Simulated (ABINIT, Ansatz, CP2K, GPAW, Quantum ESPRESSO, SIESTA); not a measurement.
One structure in several programs: HgAsPd₅ (P4/mmm, 7 atoms in the cell)

Self-consistent single point.

```
CELL_PARAMETERS angstrom
      4.10257     0.00000     0.00000
      0.00000     4.10257     0.00000
      0.00000     0.00000     7.23312
ATOMIC_POSITIONS crystal
  Hg 0.50000 0.50000 0.00000
  As 0.00000 0.00000 0.50000
  Pd 0.00000 0.00000 0.00000
  Pd 0.50000 0.00000 0.70767
  Pd 0.50000 0.00000 0.29233
  Pd 0.00000 0.50000 0.70767
  Pd 0.00000 0.50000 0.29233
```

All programs got the same cell, k-point mesh and kind of occupations (in Ansatz's words: kpoints.mp_grid.grid = 6 6 3; scf.occupations.method = gaussian; scf.occupations.width = 0.05 eV); potentials, basis and cutoffs are each program's usual ones.

```
code                                                                                                                                 model  pressure (GPa)  largest force (eV/Å)  k-points       cutoff
----------------  ------------------------------------------------------------------------------------------------------------------------  --------------  --------------------  --------  -----------
SIESTA            LDA PW92, numerical atomic orbitals DZP, PseudoDojo LDA standard norm-conserving potentials (rewritten from UPF to PSML)          -14.65                 0.524        60  grid 350 Ry
Quantum ESPRESSO                                                                       LDA (PZ), GBRV 1.5 ultrasoft (LDA) pseudopotentials          -15.52                 0.069        20        40 Ry
CP2K                                                  LDA (Pade form), GPW, DZVP-MOLOPT-SR-GTH basis, GTH-PADE potentials (GTH_POTENTIALS)          -18.84                 0.230        56  grid 500 Ry
ABINIT                                                                                                  LDA (PW92), PAW (JTH v2.0 LDA PAW)          -16.16                 0.009        20        48 Ry
GPAW                                                                         LDA (Perdew-Wang 92), GPAW PAW datasets LDA (gpaw-data 1.0.1)          -15.51                 0.034        20       550 eV
Ansatz                                                                                                 LDA (PW92), PAW files made with PBE          -16.20                 0.019        20      default
```

The spread over the programs that give each value: pressure within 4.19 GPa; largest force within 0.515 eV/Å.

The starting cell comes from a database of computed structures (which also holds hypothetical and non-ambient phases and stackings), without a prior relaxation at this level. Its lattice was rescaled by a random factor within 2.5 % of one. On Ansatz's run: Spin-orbit coupling is off. Spin polarisation is off; with an odd number of electrons in the cell that forces a metal, and a magnetic state may lie lower. In the base run, with a pressure of about -16 GPa the cell is away from its equilibrium volume at this level.

Problem. Why do the programs differ, and what cannot be compared?

Solution. Differences of this kind can come from the potentials, where these differ, and from what each basis and cutoff leave unconverged. The valence holds different numbers of electrons (SIESTA 125, Quantum ESPRESSO 97, CP2K 107, ABINIT 117, GPAW 103, Ansatz (a first-principles code) 125). The zero of total energies and Fermi levels follows the potentials and each program's conventions, so they are not compared here. SIESTA and CP2K use small atom-centred bases, whose incompleteness enters pressures, forces and empty levels differently from a plane-wave cutoff. Ansatz's pressure is given at a fixed set of plane waves, as the other plane-wave codes print theirs; with its correction for the finite basis it is -16.17 GPa. The same LDA comes in different parametrisations, which differ slightly. The programs reduce the same mesh by symmetry to different extents, which changes the work and not the result. In the pressure, SIESTA (by 1.19) and CP2K (by 3.01) lie more than 1 GPa from the median of the plane-wave programs. In the force vectors, SIESTA (by 0.498) and CP2K (by 0.203) lie more than 0.08 eV/Å from the median of the plane-wave programs.

Left out of this page: Elk (not drawn, or without a comparable value); FLEUR (with a known weakness of the program).

Keys are those of Ansatz 0.2.
